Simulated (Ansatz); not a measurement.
Start from CdSe in the wurtzite structure (space group P6_3mc, No. 186; a = 4.3019 Å, c = 7.0211 Å). Axes: x lies along a and z along c of the hexagonal cell.

Method: PBEsol (Ansatz, a first-principles code; PAW; 420 eV plane waves; no spin-orbit coupling).

Strains are applied to the cell and any free atomic positions relax.

One change was made to it. Results:

```csv
quantity,base,after
band gap,0.54 eV,0.82 eV
energy relative to the base (free energy F),0 meV/atom,+96 meV/atom
"valence-band top at Γ (three highest levels, from the VBM)","0.00, 0.00, -0.05 eV","0.00, 0.00, -0.08 eV"
"pressure (mean of the normal stresses, compression positive)",0.00 GPa,9.75 GPa
```

Q: Name the change that was made.
A. strain tensor (xx, yy, zz, yz, xz, xy) = (+0.06, −1.68, +0.42, +0.75, +0.33, +0.15) %
B. uniaxial strain ε_yy = −1.08 %
C. isotropic strain −4.45 %
D. tensor shear ε_xy = −2.92 %

A: C, isotropic strain −4.45 %. For comparison, the band gap in the other runs: strain tensor (xx, yy, zz, yz, xz, xy) = (+0.06, −1.68, +0.42, +0.75, +0.33, +0.15) % gives 0.50 eV; tensor shear ε_xy = −2.92 % gives 0.42 eV; uniaxial strain ε_yy = −1.08 % gives 0.53 eV.

Stability against distortions was not tested.
